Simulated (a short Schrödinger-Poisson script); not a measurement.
System: MOS inversion layer, SiO2 on p-type Si(100), at 300 K.

From the gate side: 1.8 nm SiO2; 470 nm Si, acceptors 8.3e17 cm⁻³.

The device is made up for the run: typed textbook-type constants, with dimensions and the other settings drawn at random. SiO2: permittivity 3.9, conduction-band edge (eV) 3.15, gap (eV) 9, electron mass (mₑ) 0.5. Si: permittivity 11.7, conduction-band edge (eV) 0, gap (eV) 1.124, Nv at 300 K (cm⁻³) 3.1e19.

Channel valleys (confinement mass, in-plane density-of-states mass, number): Δ2 0.916, 0.19, 2; Δ4 0.19, 0.417, 4. At the gate the conduction-band edge of layer 1 lies 3.32 eV − eVg above the Fermi level of the channel; the field vanishes at the back. Gaps are held at their typed values at every temperature. Mesh 0.03 nm at interfaces.

From a short Schrödinger-Poisson script (our own, NumPy): 1D Poisson equation in equilibrium, electrons quantum, Hartree (BenDaniel-Duke, 12 states a valley, the channel's in-plane mass for all, wave functions free to enter the dielectric), parabolic valleys, classical holes, full ionisation, no traps, pinning or gate leakage.

| Vg (V) | electrons (cm⁻²) | C (μF/cm²) | Δ2 E0 (meV from the Fermi level) | Δ4 E0 (meV from the Fermi level) |
|---|---|---|---|---|
| 0.35 | 4.88e9 | 0.260 | 185.4 | 242.3 |
| 0.4 | 2.32e10 | 0.330 | 144.7 | 202.5 |
| 0.45 | 9.36e10 | 0.549 | 108.2 | 166.9 |
| 0.5 | 2.68e11 | 0.861 | 80.3 | 140.1 |
| 0.55 | 5.48e11 | 1.10 | 61.0 | 122.0 |
| 0.6 | 8.96e11 | 1.24 | 47.4 | 109.6 |
| 0.65 | 1.28e12 | 1.33 | 37.0 | 100.5 |
| 0.7 | 1.70e12 | 1.39 | 28.7 | 93.4 |
| 0.75 | 2.13e12 | 1.43 | 21.7 | 87.7 |
| 0.8 | 2.58e12 | 1.46 | 15.6 | 82.8 |
| 0.85 | 3.03e12 | 1.48 | 10.2 | 78.7 |
| 0.9 | 3.49e12 | 1.50 | 5.4 | 75.0 |
| 0.95 | 3.96e12 | 1.52 | 0.9 | 71.7 |
| 1 | 4.44e12 | 1.53 | -3.2 | 68.8 |
| 1.05 | 4.92e12 | 1.54 | -7.1 | 66.0 |
| 1.1 | 5.40e12 | 1.55 | -10.7 | 63.5 |
| 1.15 | 5.88e12 | 1.56 | -14.2 | 61.1 |

Gate voltages with under 1e9 electrons/cm² are left out.

### Question
At Vg = 1.15 V the lowest Δ2 subband lies at -14.2 meV from the Fermi level. How many electrons does it hold, and what share of all?

### Answer
The two-dimensional density of states is g m/(πħ²) = 1.59e11 cm⁻² meV⁻¹ (both spins), kT = 25.9 meV, so n = D kT ln(1 + exp(−E/kT)) = 4.13e12 cm⁻², 0.70 of the 5.88e12 cm⁻² in all.

### Question
Compare the slope of the sheet density between 1.05 and 1.15 V with the geometric capacitance of the layers between gate and channel.

### Answer
q Δn/ΔV = 1.54 μF/cm²; ε0/Σ(t/ε) = 1.92 μF/cm². The ratio is 0.80: the channel acts as a further capacitance in series.
